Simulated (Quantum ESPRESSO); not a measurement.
Band structure of Ba₃WO₆ (Fm-3m, 10 atoms in the cell).

```
Ba3WO6
1.0
    0.00000     4.54373     4.54373
    4.54373     0.00000     4.54373
    4.54373     4.54373     0.00000
Ba W O
3 1 6
Cartesian
  6.81559   6.81559   6.81559
  2.27186   2.27186   2.27186
  4.54373   4.54373   4.54373
  0.00000   0.00000   0.00000
  4.54373   7.13846   4.54373
  4.54373   1.94899   4.54373
  1.94899   4.54373   4.54373
  7.13846   4.54373   4.54373
  4.54373   4.54373   7.13846
  4.54373   4.54373   1.94899
```

Computed with LDA (PZ), GBRV 1.5 ultrasoft (LDA) pseudopotentials (plane waves; Quantum ESPRESSO 7.5).

Settings: ecutwfc = 40 Ry; ecutrho = 320 Ry; occupations = fixed; potentials = {Ba: ba_lda_v1.uspp.F.UPF, W: w_lda_v1.2.uspp.F.UPF, O: o_lda_v1.2.uspp.F.UPF}; K_POINTS = automatic 3 3 3 1 1 1; nbnd = 46; conv_thr = 1e-10 Ry; mixing_beta = 0.4.

The starting cell comes from a database of computed structures (which also holds hypothetical and non-ambient phases and stackings), without a prior relaxation at this level. Spin-orbit coupling is off.

Task: Predict the gap along the standard path and the places of the band edges.

Result: The gap along the path is 2.47 eV, from Γ to X; the smallest direct gap on it is 2.51 eV.

Levels in eV from the top of the valence band on the SCF mesh, bands 37 to 44:
```
point     37     38     39     40    41    42    43    44
-----  -----  -----  -----  -----  ----  ----  ----  ----
Γ      -0.33   0.04   0.04   0.04  2.96  2.96  2.96  3.75
X      -0.44  -0.31  -0.31   0.00  2.51  3.90  3.90  4.85
W      -0.45  -0.45  -0.17  -0.17  3.20  3.20  3.90  5.33
K      -0.61  -0.50  -0.33  -0.08  2.89  3.68  3.73  5.08
L      -0.72  -0.22  -0.22  -0.15  3.43  3.45  3.45  5.14
U      -0.61  -0.50  -0.33  -0.08  2.89  3.68  3.73  5.08
```
